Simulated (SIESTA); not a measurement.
Input and output of a self-consistent single point for NiSb (P6_3/mmc, 4 atoms in the cell) (SIESTA).

Method: SIESTA with GGA PBEsol, numerical atomic orbitals DZP, PseudoDojo PBEsol standard norm-conserving potentials (rewritten from UPF to PSML).

```yaml
crystal:
  lattice:
    - [1.97836, -3.42662, 0.00000]
    - [1.97836, 3.42662, 0.00000]
    - [0.00000, 0.00000, 5.16488]
  atoms:
    - { symbol: Ni, position: [0.00000, 0.00000, 0.50000] }
    - { symbol: Ni, position: [0.00000, 0.00000, 0.00000] }
    - { symbol: Sb, position: [0.33333, 0.66667, 0.25000] }
    - { symbol: Sb, position: [0.66667, 0.33333, 0.75000] }
```

Reference input (self-consistent single point, DFT, GGA PBE, numerical atomic orbitals DZP, PseudoDojo PBE standard norm-conserving potentials (rewritten from UPF to PSML)): XC.functional = GGA; XC.authors = PBE; potentials = PseudoDojo PBE standard; PAO.BasisSize = DZP; PAO.EnergyShift = 0.005 Ry; MeshCutoff = 350 Ry; kgrid.MonkhorstPack = 8 8 5; OccupationFunction = MP; OccupationMPOrder = 0; ElectronicTemperature = 200 meV; MaxSCFIterations = 150; SCF.Mixer.Method = Broyden. This run's input differs from it in these lines:

```diff
@@ -1,2 +1,2 @@
-# files in the folder: Ni.psml Sb.psml (PseudoDojo PBE standard)
+# files in the folder: Ni.psml Sb.psml (PseudoDojo PBEsol standard)
 SystemName  NiSb
@@ -25,3 +25,3 @@
 XC.functional                GGA
-XC.authors                   PBE
+XC.authors                   PBEsol
 PAO.BasisSize                DZP
```

Output (repeated stretches shortened):

```
        iscf     Eharris(eV)        E_KS(eV)     FreeEng(eV)     dDmax    Ef(eV) dHmax(eV)
   scf:    1   -14036.450744   -14055.690949   -14055.743318  1.510800 -3.096258 12.894058
   scf:    2   -14046.142328   -14058.623985   -14058.664299  0.664483 -4.481015  8.193873
   scf:    3   -14062.674555   -14061.878129   -14061.924871  0.223926 -4.027612  1.530291
   scf:    4   -14061.824658   -14061.916936   -14061.968854  0.077001 -4.014687  1.169545
   scf:    5   -14061.993069   -14061.971631   -14062.022787  0.025158 -4.074402  0.219902
   [... 5 lines left out ...]
   scf:   11   -14061.973562   -14061.973565   -14062.024545  0.000055 -4.085539  0.003167
   scf:   12   -14061.973562   -14061.973564   -14062.024545  0.000033 -4.085556  0.001935
   scf:   13   -14061.973562   -14061.973563   -14062.024545  0.000020 -4.085570  0.001036
   scf:   14   -14061.973562   -14061.973563   -14062.024545  0.000012 -4.085581  0.000568
SCF Convergence by DM+H criterion
max |DM_out - DM_in|         :     0.0000116786
max |H_out - H_in|      (eV) :     0.0005683189
SCF cycle converged after 14 iterations

Using DM_out to compute the final energy and forces

siesta: E_KS(eV) =           -14061.9736

siesta: E_KS - E_eggbox =    -14061.9736

siesta: Atomic forces (eV/Ang):
     1    0.000000   -0.000000    0.000000
     2    0.000000   -0.000000   -0.000000
     3    0.000000    0.000257    0.000025
     4   -0.000000   -0.000257   -0.000025
   Tot    0.000000   -0.000000    0.000000
   Max    0.000257
   Res    0.000105    sqrt( Sum f_i^2 / 3N )
   Max    0.000257    constrained

Stress tensor Voigt[x,y,z,yz,xz,xy] (kbar):       23.86       22.95       28.25       -0.00        0.00        0.00
(Free)E + p*V (eV/cell)   -14063.1182
   [... lines left out ...]
siesta: FreeEng =    -14062.024545
   [... lines left out ...]
siesta:     0.014894    0.000000   -0.000000
siesta:     0.000000    0.014326   -0.000000
siesta:     0.000000   -0.000000    0.017632

siesta: Cell volume =         70.026558 Ang**3

siesta: Pressure (static):
siesta:                Solid            Molecule  Units
siesta:          -0.00017009         -0.00017012  Ry/Bohr**3
siesta:          -0.01561724         -0.01561973  eV/Ang**3
siesta:         -25.02157384        -25.02556628  kBar
```

The run converged in 14 iterations. Against the reference run the pressure goes from 3.09 to -2.50 GPa.

The starting cell has typed, rounded lattice constants, without a prior relaxation at this level. Its lattice was rescaled by a random factor within 2.5 % of one. Spin polarisation is off. Values carry the incompleteness of an atom-centred basis.

Cost on one core of a shared machine: roughly 50 s.
